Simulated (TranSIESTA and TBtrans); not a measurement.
Run with TranSIESTA and TBtrans (open boundaries, self-consistent; PseudoDojo norm-conserving potentials, scalar-relativistic): PAO.BasisSize DZP, PAO.EnergyShift 0.15 eV, XC.Authors PBE, Mesh.Cutoff 200 Ry, ElectronicTemperature 300 K, TS.Voltage 0.0 eV, TBT.Elecs.Eta 0.001 eV, no spin polarisation.

System: In chain with one C atom inserted. Leads: straight In chain, spacing 2.9 Å. Geometry: 3 atoms about the centre moved by SIESTA (PBE, DZP) to a largest force of 0.04 eV/Å, all others as built, motion along the axis alone.

Question: Give the largest eigenchannel transmissions at the Fermi level (four at most) and the total.

Answer: 0.65, 0.31, 0.31; total 1.28. The straight chain is held at its spacing; free chains may zigzag or dimerise. No spin-polarised start was tried, so a magnetic state, if there is one, is missed.
